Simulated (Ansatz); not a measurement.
By PBEsol, the system below comes out a metal.

Data:

```
TaC
1.0
    3.15921     0.00000     0.00000
    0.00000     3.15921     0.00000
    1.57961    -1.57961     2.23390
Ta C
1 1
Direct
  0.00000   0.00000   0.00000
  0.50000   0.50000   0.00000
```

Space group of this cell: Fm-3m, rock salt. The cell is taken as given; by PBEsol its mean pressure is -6.2 GPa.

All values below come from PBEsol (plane waves, PAW; Ansatz, a first-principles code).

Varied: the period of the mesh across the current. Costs are rough processor-time ratios of whole runs on one shared host; the tightest setting serves as the reference and is not exact either. The current runs along the normal of (001).

```
setting  rough cost against the tightest  ballistic conductance per area (both spins) (× 10¹⁵ S/m²)
-------  -------------------------------  ---------------------------------------------------------
8×8                           about 1/10                                                       0.82
14×14                          about 1/8                                                       0.87
22×22                          about 1/5                                                       0.92
36×36                          about 1/3                                                       0.95
64×64                                  1                                                          ?
```

Task: Estimate from the trend what the tightest setting gives. Which is the loosest setting from which on the ballistic conductance per area (both spins) stays within 0.094 × 10¹⁵ S/m² of that, and at what cost?

Result: The tightest setting gives 0.94 × 10¹⁵ S/m². 14×14 suffices; its cost against the tightest setting's is about 1/8. The loosest setting misses by 0.11 × 10¹⁵ S/m².
